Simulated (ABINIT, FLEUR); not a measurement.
An ABINIT input for a self-consistent single point of Mg₃Sb₂ (P-3m1, 5 atoms in the cell) (DFT, PBE, plane waves, norm-conserving pseudopotentials (PseudoDojo nc-sr-05 PBE standard)):

```
# Mg3Sb2, PseudoDojo nc-sr-05 PBE standard
pp_dirpath "./"
pseudos "Mg.upf, Sb.upf"
acell 8.3384325631 8.3384325631 13.2115043051
rprim
         1.0000000000   -0.0000000297    0.0000000000
        -0.4999999743    0.8660254186    0.0000000000
         0.0000000000    0.0000000000    1.0000000000
natom 5
ntypat 2
znucl 12 51
typat 1 1 1 2 2
xred
         0.0000000000    0.0000000000    0.0000000000
         0.3333333333    0.6666666667    0.3666200000
         0.6666666667    0.3333333333    0.6333800000
         0.3333333333    0.6666666667    0.7718700000
         0.6666666667    0.3333333333    0.2281300000
ecut 42
ixc 11
occopt 3
tsmear 0.05 eV
nband 39
kptopt 1
ngkpt 7 7 4
nshiftk 1
shiftk 0 0 0
nstep 100
tolvrs 1.0e-12
prtwf 0
prtden 0
enunit 2
```

Give the FLEUR input for the same structure, mesh, smearing and functional.

This is the input that was run; spellings and numerical settings could be chosen otherwise.

Input of the input generator:

```
Mg3Sb2 crystal
&input film=f /
4.4125084871 -0.0000001310 0.0000000000
-2.2062541301 3.8213445097 0.0000000000
0.0000000000 0.0000000000 6.9912270000
1.8897261246
1.0 1.0 1.0

5
12 0.0000000000 0.0000000000 0.0000000000
12 0.3333333333 0.6666666667 0.3666200000
12 0.6666666667 0.3333333333 0.6333800000
51 0.3333333333 0.6666666667 0.7718700000
51 0.6666666667 0.3333333333 0.2281300000

&comp jspins=1 /
&kpt div1=7 div2=7 div3=4 gamma=t /
&end /
```

```xml
<?xml version="1.0" encoding="UTF-8" standalone="no"?>
<fleurInput fleurInputVersion="0.39">
   <comment>
      Mg3Sb2 crystal                                                                                      
   </comment>
   <calculationSetup>
      <cutoffs Kmax="4.2" Gmax="12.6" GmaxXC="12.6" numbands="0"/>
      <scfLoop itmax="80" minDistance="0.00001" maxIterBroyd="15" imix="Anderson" alpha="0.05" precondParam="0.0" spinf="2.0"/>
      <coreElectrons ctail="T" frcor="F" kcrel="0" coretail_lmax="0"/>
      <xcFunctional name="pbe" relativisticCorrections="F"/>
      <magnetism jspins="1"/>
      <soc l_soc="F" theta="0.0" phi="0.0" spav="F"/>
      <expertModes spex="0" secvar="F"/>
      <geometryOptimization l_f="T" forcealpha="1.0" forcemix="BFGS" epsdisp="0.00001" epsforce="0.00001"/>
      <ldaU l_linMix="F" mixParam="0.05" spinf="1.0"/>
   </calculationSetup>
   <cell>
      <bzIntegration valenceElectrons="60.0" mode="hist" fermiSmearingEnergy="0.00183747">
         <kPointListSelection listName="default-1"/>
         <!-- k-points included here -->
         <xi:include xmlns:xi="http://www.w3.org/2001/XInclude" href="kpts.xml"> </xi:include>
      </bzIntegration>
      <!-- symmetry operations included here -->
      <xi:include xmlns:xi="http://www.w3.org/2001/XInclude" href="sym.xml"> </xi:include>
      <bulkLattice scale="1.0">
         <bravaisMatrix>
            <row-1>    8.3384325630920912    -0.0000002475541223     0.0000000000000000</row-1>
            <row-2>   -4.1692160671566167     7.2212945510768671     0.0000000000000000</row-2>
            <row-3>    0.0000000000000000     0.0000000000000000    13.2115043049088836</row-3>
         </bravaisMatrix>
      </bulkLattice>
   </cell>
   <atomSpecies>
      <species name="Magnesium (Mg)" element="Mg" atomicNumber="12">
         <mtSphere radius="1.93" gridPoints="669" logIncrement="0.017"/>
         <atomicCutoffs lmax="8" lnonsphr="6"/>
         <electronConfig flipSpins="F">
            <coreConfig>(1s1/2)</coreConfig>
            <valenceConfig>(2s1/2) (2p1/2) (2p3/2) (3s1/2)</valenceConfig>
         </electronConfig>
         <energyParameters s="3" p="3" d="3" f="4"/>
         <lo type="SCLO" l="0" n="2" eDeriv="0"/>
         <lo type="SCLO" l="1" n="2" eDeriv="0"/>
      </species>
      <species name="Antimony (Sb)" element="Sb" atomicNumber="51">
         <mtSphere radius="2.68" gridPoints="925" logIncrement="0.014"/>
         <atomicCutoffs lmax="10" lnonsphr="8"/>
         <electronConfig flipSpins="F">
            <coreConfig>(1s1/2) (2s1/2) (2p1/2) (2p3/2) (3s1/2) (3p1/2) (3p3/2) (4s1/2) (3d3/2) (3d5/2) (4p1/2) (4p3/2)</coreConfig>
            <valenceConfig>(5s1/2) (4d3/2) (4d5/2) (5p1/2) (5p3/2)</valenceConfig>
            <stateOccupation state="(5p1/2)" spinUp="0.5" spinDown="0.5"/>
            <stateOccupation state="(5p3/2)" spinUp="1.0" spinDown="1.0"/>
         </electronConfig>
         <energyParameters s="5" p="5" d="5" f="4"/>
         <lo type="SCLO" l="2" n="4" eDeriv="0"/>
      </species>
   </atomSpecies>
   <atomGroups>
      <atomGroup species="Magnesium (Mg)">
         <relPos label="                   1">.0000000000 .0000000000 .0000000000</relPos>
         <force calculate="T" relaxXYZ="TTT"/>
      </atomGroup>
      <atomGroup species="Magnesium (Mg)">
         <relPos label="                   2">1.000/3.000 -1.000/3.000 .3666200000</relPos>
         <relPos label="                   3">-1.000/3.000 1.000/3.000 -.3666200000</relPos>
         <force calculate="T" relaxXYZ="TTT"/>
      </atomGroup>
      <atomGroup species="Antimony (Sb)">
         <relPos label="                   4">1.000/3.000 -1.000/3.000 -.2281300000</relPos>
         <relPos label="                   5">-1.000/3.000 1.000/3.000 .2281300000</relPos>
         <force calculate="T" relaxXYZ="TTT"/>
      </atomGroup>
   </atomGroups>
   <output dos="F" band="F" slice="F">
      <checks vchk="F" cdinf="F"/>
      <bandDOS minEnergy="-.5*Htr" maxEnergy="0.5*Htr" sigma="0.015" storeEVData="T"/>
      <vacuumDOS vacdos="F" integ="F" star="F" nstars="0" locx1="0.0" locy1="0.0" locx2="0.0" locy2="0.0" nstm="0" tworkf="0.0"/>
      <unfoldingBand unfoldBand="F" supercellX="1" supercellY="1" supercellZ="1"/>
      <plotting iplot="0" polar="F">
         <plot TwoD="T" vec1="  1.0  0.0  0.0" vec2="  0.0  1.0  0.0" vec3="  0.0  0.0  1.0" zero="  0.0  0.0  0.0" file="plot"/>
      </plotting>
      <chargeDensitySlicing numkpt="0" minEigenval="0.0" maxEigenval="0.0" nnne="0" pallst="F"/>
      <specialOutput eonly="F"/>
      <magneticCircularDichroism mcd="F" energyLo="-10.0" energyUp="0.0"/>
   </output>
  <!-- We include the file relax.xml here to enable relaxations (see documentation) -->
  <xi:include xmlns:xi="http://www.w3.org/2001/XInclude" href="relax.xml"> <xi:fallback/> </xi:include>
</fleurInput>
```

Basis settings and potentials, where a program has them, do not carry over. This input uses DFT, PBE, all-electron FLAPW (FLEUR), scalar-relativistic valence.

The starting cell comes from a database of computed structures (which also holds hypothetical and non-ambient phases and stackings), without a prior relaxation at this level. Its lattice was rescaled by a random factor within 2.5 % of one. For this run, on top of that: lattice scaled by 0.98.
